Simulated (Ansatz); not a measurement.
The starting structures come from a database of crystals and need not be the phases stable at ambient conditions.

Tunnelling through a barrier is set by its complex band structure: the current falls as exp(−2κd) with the smallest κ.

Given:

```
CELL_PARAMETERS angstrom
      4.95382     0.00000     0.00000
     -1.44030     6.54503     0.00000
     -0.72015     3.27251     4.41823
ATOMIC_POSITIONS crystal
  In 0.00000 0.30702 0.38596
  In 0.00000 0.69298 0.61404
  Ge 0.40716 0.23410 0.00000
  Ge 0.59284 0.76590 0.00000
  O  0.78833 0.92576 0.66888
  O  0.21167 0.07424 0.33112
  O  0.21167 0.40536 0.66888
  O  0.78833 0.59464 0.33112
  O  0.50000 0.00000 0.00000
  O  0.27347 0.59027 0.00000
  O  0.72653 0.40973 0.00000
```

Space group of this cell: C2/m. The cell is taken as given; by r2SCAN its mean pressure is -0.8 GPa.

Transport runs along the normal of the first two printed cell vectors.

The gap is the functional's own. No spin-orbit coupling. Mid-gap values are interpolated on the energy grid.

Problem. Predict the band gap and the smallest decay constant κ at mid-gap from r2SCAN run with Ansatz (a program for electronic structure).

Solution. Gap 2.70 eV on a 6×8×8 mesh; κ = 0.243 1/Å, at the zone centre.
